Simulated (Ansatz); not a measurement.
## Effect of Se → Br on hypothetical P6_3/mmc PtSe2

The parent structure is PtSe2 in the 2H-MoS2 type structure (space group P6_3/mmc, No. 194; a = 3.5048 Å, c = 10.7391 Å; a hypothetical phase, not in the database extracts checked; layered, stacked along the Cartesian z axis).

One thing is altered: full substitution Se → Br; the structure is relaxed again.

Calculations: Ansatz (a program for electronic structure), PBEsol-D3(BJ), PAW, cutoff 420 eV, no SOC. k-mesh 15×15×4 (Γ-centred); smearing 0.05 eV (Fermi–Dirac), for the changed cell.

```json
{
  "volume_per_atom": "21.65 Å³ (base 19.04 Å³)",
  "density": "9.08 g/cm³ (base 10.26 g/cm³)",
  "lattice_parameter_a": "3.590 Å (base 3.505 Å)",
  "c/a ratio": "3.241 (base 3.064)",
  "space_group": "P6_3/mmc (No. 194) (base P6_3/mmc (No. 194))",
  "shortest_interatomic_distance": "2.637 Å (base 2.536 Å)",
  "band_gap": "zero (base zero)"
}
```

Final structure:

```yaml
crystal:
  lattice:
    - [3.59025, 0.00000, 0.00000]
    - [-1.79512, 3.10925, 0.00000]
    - [0.00000, 0.00000, 11.63448]
  atoms:
    - { symbol: Pt, position: [0.33333, 0.66667, 0.75000] }
    - { symbol: Pt, position: [0.66667, 0.33333, 0.25000] }
    - { symbol: Br, position: [0.33333, 0.66667, 0.10989] }
    - { symbol: Br, position: [0.66667, 0.33333, 0.60989] }
    - { symbol: Br, position: [0.66667, 0.33333, 0.89011] }
    - { symbol: Br, position: [0.33333, 0.66667, 0.39011] }
```

Spin-orbit coupling, missing from the scalar runs, can matter with Pt. No phonon test of stability was made. As relaxed here, PtBr2 is a hypothetical phase, not in the database extracts checked. No Hubbard U is applied, and correlation can decide whether such a compound is a metal. The final runs are not spin-polarised. PtBr2 and PtSe2 have a high density of states at the Fermi level and may be magnetic at this level.
